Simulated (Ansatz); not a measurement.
Functionals compared on a constructed model of the (0001) surface of hcp Ti, a pseudomorphic layer of Pd in the host's stacking (bottom of the slab: a bare face, its two planes held), in Ansatz (plane waves, PAW). The structure was relaxed with PBE; the other rows are single points on it. Cutoff 420 eV (500 eV for r2SCAN).

Slab: 7 atoms, 14.2 Å thick at the start; k 15x15x1, smearing 0.1 eV, dipole-corrected; 2 atoms held, the rest relaxed; start symmetry kept, larger cells not searched; no spin, no spin-orbit, no U. In PBE it lies 0.06 eV a 1x1 cell over the lowest computed structure of the same composition (a pseudomorphic layer of Pd in the other hollow). These notes are the PBE run's.

```json
[
 {"functional": "PBE", "work function of the top face (eV)": "4.28", "rough cost of the single point": "–"},
 {"functional": "RPBE", "work function of the top face (eV)": "…", "rough cost of the single point": "around 30 core-seconds (rough)"},
 {"functional": "r2SCAN", "work function of the top face (eV)": "4.21", "rough cost of the single point": "very roughly 60 core-seconds"}
]
```

Question: Complete the blanks.

Answer: 
- RPBE, work function of the top face (eV): 4.09

Ansatz is a quantum-chemistry and plane-wave program.
